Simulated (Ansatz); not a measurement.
Take V3Si in the A15 (Cr3Si type) structure (space group Pm-3n, No. 223; a = 4.7012 Å) as the base.

(Cell as relaxed with PBE.)

Levels (all Ansatz, an electronic-structure program, PAW): PBE (420 eV, scalar-relativistic without spin-orbit coupling); PBEsol (420 eV, no spin-orbit coupling).

Each level relaxes its own structure.

| base | PBE | PBEsol |
|---|---|---|
| volume per atom | 12.99 Å³ | 12.56 Å³ |
| lattice parameter a | 4.701 Å | 4.650 Å |
| band gap | zero | zero |

One thing is altered: a hydrostatic pressure of 60 GPa.

```
quantity              PBE  PBEsol
---------------  --------  ------
volume per atom  10.56 Å³     ___
band gap             zero     ___
```

Question: Given the PBE results, estimate those of PBEsol.

Answer: 
- volume per atom, PBEsol: 10.33 Å³
- band gap, PBEsol: zero

PBE's volume per atom lies 0.23 Å³ above PBEsol's (2.3 %); the two agree on the band gap. Neither level is exact; PBEsol is the comparison here, not a measurement.

Load acts through the strain it causes; cell and atoms are relaxed under it. No phonon test of stability was made. No other phases were tried under pressure. Starting moments died away, wholly or in part, for the base; another magnetic solution may exist. The final runs are not spin-polarised.
